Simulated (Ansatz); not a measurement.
**H2O on the 1x1 (110) surface of 3C silicon carbide (cut with top plane C + Si), one in a 2x2 cell, started at the site 'bridge C-Si (span 3.9 Å)'**

Host crystal: 3C silicon carbide, with a band gap (PBE, scalar-relativistic without spin-orbit coupling).

All values below come from r2SCAN, at the PBE geometry (plane waves to 500 eV, PAW; Ansatz, a quantum-chemistry and plane-wave program).

Set-up: 51 atoms, 7.7 Å thick at the start under the adsorbate (thin: gaps and levels are the slab's own); mesh 3x3x1; 0.01 eV smearing; dipole correction on; single point; no symmetry held, on the structure that PBE left; no spin, no spin-orbit, no U, no dispersion correction. At the end it is bonded to C + Si. In PBE it is, or lies within 0.03 eV of, the lowest of the starts that converged; the order may differ at this level.

```yaml
energy of the end state, in which the adsorbate came apart, against H2O(g) at the same level: -3.09 eV
change_of_the_step_from_the_bottom_to_the_top_vacuum_level_against_the_clean_slab: -0.70 eV
height of the binding atom over the mean of the host atoms within 0.3 Å of the top one: 1.477 Å
note: in the relaxation the adsorbate left its starting site by 1.0 Å
cost: roughly 4 core-minutes
```

A negative adsorption energy means that the adsorbate is more stable on the surface than in its reference.
